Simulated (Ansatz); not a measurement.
System: MnV2O6 (C2/m, No. 12). Method: LDA (PAW; Ansatz, a first-principles code).

Numerical settings: plane-wave cutoff 500 eV, 12×12×6 k mesh (along the axes of the cell as run), gaussian smearing 0.02 eV, spin-polarised with parallel moments, scalar-relativistic PAW data made under PBE.

Computed at the level's own relaxed cell.

Task: Give the computed equilibrium volume per atom.

Result: 
* **equilibrium volume per atom**: 12.16 Å³/atom

Note: the magnetic order was assumed, not searched for or taken from measurement; the volume lies 7 % above that of the published cell.

The computed numbers hold no vibrational or temperature effects.
